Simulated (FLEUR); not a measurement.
A self-consistent single point of NiPt (R3m, 2 atoms in the cell) with FLEUR.

Method of the run: LDA (Perdew-Zunger), all-electron FLAPW (FLEUR), scalar-relativistic valence run with FLEUR.

The change in words: lattice scaled by 0.98; Kmax: 4 1/bohr → 2.37 1/bohr; Gmax: 20 1/bohr → 11.9 1/bohr; GmaxXC: 20 1/bohr → 11.9 1/bohr. Reference geometry:
```
NiPt
1.0
    1.34683     0.77759     4.20850
   -1.34683     0.77759     4.20850
    0.00000    -1.55519     4.20850
Ni Pt
1 1
Direct
  0.00396   0.00396   0.00396
  0.50000   0.50000   0.50000
```
Moments meant for the start (each program seeds them in its own way; μB, in the order of the atoms Ni Pt): 2.0 0.0.

Reference input (self-consistent single point, DFT, LDA (Perdew-Zunger), all-electron FLAPW (FLEUR), scalar-relativistic valence): Kmax = 4 1/bohr; GmaxXC = 20 1/bohr; xcFunctional = pz; jspins = 2; l_soc = F; mode = hist; fermiSmearingEnergy = 0.00367493 Htr; mesh (inpgen div1-3) = 5 5 5; inpgen gamma flag = false; Gmax = 20 1/bohr; numbands = 0; maxIterBroyd = 99. This run's input differs from it in these lines:

```diff
@@ -3,6 +3,6 @@
 &input film=f /
-0.3001861983 0.1733124646 0.9380037505
--0.3001861983 0.1733124646 0.9380037505
-0.0000000000 -0.3466252826 0.9380036852
-8.4785489247
+0.3001861416 0.1733124294 0.9380037752
+-0.3001861416 0.1733124294 0.9380037752
+0.0000000000 -0.3466252195 0.9380037085
+8.3089776916
 1.0 1.0 1.0
@@ -24,3 +24,3 @@
    <calculationSetup>
-      <cutoffs Kmax="4.0" Gmax="20.0" GmaxXC="20.0" numbands="0"/>
+      <cutoffs Kmax="2.37" Gmax="11.9" GmaxXC="11.9" numbands="0"/>
       <scfLoop itmax="60" minDistance="0.00001" maxIterBroyd="99" imix="Anderson" alpha="0.05" precondParam="0.0" spinf="2.0"/>
@@ -44,5 +44,5 @@
          <bravaisMatrix>
-            <row-1>    2.5451433688062459     1.4694382103714367     7.9529106901663420</row-1>
-            <row-2>   -2.5451433688062459     1.4694382103714367     7.9529106901663420</row-2>
-            <row-3>    0.0000000000000000    -2.9388794170620636     7.9529101365170973</row-3>
+            <row-1>    2.4942399538818791     1.4400491095616001     7.7938524427733817</row-1>
+            <row-2>   -2.4942399538818791     1.4400491095616001     7.7938524427733817</row-2>
+            <row-3>    0.0000000000000000    -2.8801012161714539     7.7938518885645705</row-3>
          </bravaisMatrix>
```

The program printed (abridged):

```
      Welcome to FLEUR        (www.flapw.de)
      MaX-Release 8.1          (www.max-centre.eu)

 ========== k-point set info ==========
 Selected k-point list: default-1
 k-point list type: mesh
 5 x 5 x 5
 Number of k points: 19

 ------------Calculation Setup---------------------------
 Number of basis functions:          112
 Error for k-point            1
**************FLEUR-Error*****************
Error message: Diagonalization via LAPACK failed(zhegvx/dsygvx)
Error number: 129
Error from PE:0/1
 Last known location:
```

The program stopped with an error. 

The starting cell comes from a database of computed structures (which also holds hypothetical and non-ambient phases and stackings), without a prior relaxation at this level. Its lattice was rescaled by up to half a per cent. One atom was moved a little off its site on purpose. For this run, on top of that: lattice scaled by 0.98. Values depend on the basis (sphere radii, cutoffs, local orbitals), which need not be converged.
